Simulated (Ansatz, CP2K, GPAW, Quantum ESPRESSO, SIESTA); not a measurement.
## One structure in several programs: GaNi4Ge3 (R3, 8 atoms in the cell)

Self-consistent single point.

```xyz
8
Lattice="3.3011 1.9059 2.7394 -3.3011 1.9059 2.7394 0.0000 -3.8118 2.7394" Properties=species:S:1:pos:R:3 pbc="T T T"
Ga     0.0000     0.0000     2.8231
Ni     0.0000     0.0000     5.2724
Ni    -1.6546     1.8073     3.7182
Ni    -0.7378    -2.3365     3.7182
Ni     2.3924     0.5293     3.7182
Ge     1.6291    -1.6568     4.5408
Ge     0.6203     2.2392     4.5408
Ge    -2.2494    -0.5824     4.5408
```

Shared settings, as Ansatz (a program for electronic structure) writes them: kpoints.mp_grid.grid = 4 4 4; scf.occupations.method = gaussian; scf.occupations.width = 0.05 eV. Potentials and cutoffs stand in the table.

```tsv
code	model	pressure (GPa)	largest force (eV/Å)	cutoff
CP2K	LDA (Pade form), GPW, DZVP-MOLOPT-SR-GTH basis, GTH-PADE potentials (GTH_POTENTIALS)	-10.78	0.149	grid 600 Ry
Quantum ESPRESSO	LDA (PZ), GBRV 1.5 ultrasoft (LDA) pseudopotentials	-10.24	0.092	50 Ry
GPAW	LDA (Perdew-Wang 92), GPAW PAW datasets LDA (gpaw-data 1.0.1)	-9.54	0.086	800 eV
Ansatz	LDA (PW92), PAW files made with PBE	-10.30	0.094	default
SIESTA	LDA PW92, numerical atomic orbitals DZP, PseudoDojo LDA standard norm-conserving potentials (rewritten from UPF to PSML)	-9.40	0.289	grid 400 Ry
```

Size of the force on each atom (eV/Å): Sizes of forces hide their directions.

| code | Ga1 | Ni2 | Ni3 | Ni4 | Ni5 | Ge6 | Ge7 | Ge8 |
|---|---|---|---|---|---|---|---|---|
| CP2K | 0.087 | 0.070 | 0.082 | 0.082 | 0.082 | 0.149 | 0.149 | 0.149 |
| Quantum ESPRESSO | 0.047 | 0.024 | 0.061 | 0.061 | 0.061 | 0.092 | 0.092 | 0.092 |
| GPAW | 0.043 | 0.036 | 0.073 | 0.073 | 0.073 | 0.086 | 0.086 | 0.086 |
| Ansatz | 0.048 | 0.013 | 0.067 | 0.067 | 0.067 | 0.094 | 0.094 | 0.094 |
| SIESTA | 0.138 | 0.051 | 0.041 | 0.041 | 0.041 | 0.289 | 0.289 | 0.289 |

On Ansatz's run: spin polarisation is off.

The spread over the programs that give each value: pressure within 1.38 GPa; largest force within 0.203 eV/Å.

CP2K and SIESTA use small atom-centred bases, whose incompleteness enters pressures, forces and empty levels differently from a plane-wave cutoff. Ansatz's pressure is given at a fixed set of plane waves, as the other plane-wave codes print theirs; with its correction for the finite basis it is -10.23 GPa. The same LDA comes in different parametrisations, which differ slightly. In the force vectors, CP2K (by 0.094) and SIESTA (by 0.200) lie more than 0.08 eV/Å from the median of the plane-wave programs.

The shared mesh is coarse (it stands for a supercell whose shortest vector is 19 Å), so the values are not converged in it.

The starting cell comes from a database of computed structures (which also holds hypothetical and non-ambient phases and stackings), without a prior relaxation at this level.

Left out of this page: Elk (not drawn, or without a comparable value).

Keys are those of Ansatz 0.2.
